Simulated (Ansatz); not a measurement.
Al2CdS4 under a change: isotropic strain +1.50 %

The reference is Al2CdS4 (space group I-4, No. 82; a = 5.521 Å, c = 10.154 Å).

Modification: an isotropic linear strain of +1.50 %; the atoms relax in the strained cell.

Level of theory: PBEsol (Ansatz, an electronic-structure program, PAW, scalar-relativistic without spin-orbit coupling). Γ-centred 9×9×9 mesh, Fermi–Dirac width 0.05 eV.

```tsv
quantity	base	changed	shift
space group	I-4 (No. 82)	I-4 (No. 82)	–
shortest interatomic distance	2.261 Å	2.272 Å	+0.0105 Å
energy relative to the base (free energy F)	0 meV/atom	+5.5 meV/atom	+5.5 meV/atom
pressure (mean of the normal stresses, compression positive)	0.00 GPa	-1.68 GPa	-1.673 GPa
band gap	2.82 eV	2.63 eV	-0.19 eV
gap character	indirect, k = (0.222, -0.222, 1/3) in the run's primitive reciprocal basis → Γ	indirect, X → Γ	–
width of the top valence band	0.46 eV	0.40 eV	-0.06 eV
electron mass	0.36 mₑ along c, 0.23 mₑ across (at Γ)	0.30 mₑ along c, 0.23 mₑ across (at Γ)	–
valley order (the lowest conduction-band minima on the path, energy above the VBM, named in the base's zone)	Γ 2.82 eV; X (0, 0, 1/2) 3.51 eV; M (1/2, 1/2, 1/2) 3.59 eV	Γ 2.63 eV; X (0, 0, 1/2) 3.35 eV; M (1/2, 1/2, 1/2) 3.67 eV	–
largest internal atomic displacement	–	0.055 Å	–
```

Cost of the whole job for the changed cell (relaxation, final SCF and bands): about 4 core-minutes (a rough figure).

Effective masses come from finite differences of ±0.01 Å⁻¹. Stability against distortions was not tested.
